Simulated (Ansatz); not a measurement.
Functionals compared on the (11-23) surface of hcp Sc in its 1x1 cell, outermost plane spacing 0.60 Å in the ideal cut, in Ansatz (plane waves, PAW). The structure was relaxed with PBE; the other rows are single points on it, each with its references at the same level. Cutoff 420 eV (500 eV for r2SCAN).

Model: 17-atom slab, 9.6 Å thick at the start (thin: gaps and levels are the slab's own), 7x6x1 mesh, Fermi-Dirac 0.1 eV, dipole correction, all atoms relaxed; start symmetry kept, larger cells not searched; no spin, no spin-orbit, no U. These notes are the PBE run's.

```csv
functional,surface energy (J/m²),work function of the top face (eV),rough cost of the single point
PBE,1.35,3.06,–
LDA,1.51,3.24,around 2.6 core-minutes (rough)
PBEsol,[?],[?],around 2.7 core-minutes (rough)
RPBE,1.25,2.96,roughly 2.9 core-minutes
r2SCAN,1.44,3.06,around 6 core-minutes (rough)
```

Q: Some entries are withheld; supply them.

A: 
- PBEsol, surface energy (J/m²): 1.46
- PBEsol, work function of the top face (eV): 3.11

Ansatz is an electronic-structure program.
